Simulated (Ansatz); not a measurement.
We consider WO3 (P-42₁m, No. 113, 16 atoms in the cell; start mp-2235359; a measured phase of this formula has another space group), described by LDA (PAW; Ansatz, a first-principles code).

Settings: plane-wave cutoff 500 eV, 6×6×10 k mesh (along the axes of the cell as run), gaussian smearing 0.02 eV, no spin polarisation, scalar-relativistic PAW data made under PBE.

Cell (relaxed at this level):

Space group P-42₁m (No. 113); a = 7.520 Å, b = 7.520 Å, c = 3.839 Å, α = 90.00°, β = 90.00°, γ = 90.00°

```tsv
atom	site	symmetry	x	y	z
W	4e	..m	0.7325	0.2325	0.0537
O	4e	..m	0.2443	0.2557	0.4862
O	8f	1	0.2507	0.0063	0.0037
```

Problem. Estimate the band gap that the calculation returns.

Solution. 
* **band gap**: 1.08 eV (on the SCF k mesh)

Note: the relaxation could not lower the start's symmetry, so the cell can be a saddle point above a distorted one.

Spin–orbit coupling is not included.

The computed numbers hold no vibrational or temperature effects.

Computing time: very roughly 8 core-minutes.

A start named mp-… is a Materials Project structure, which need not be a measured phase.
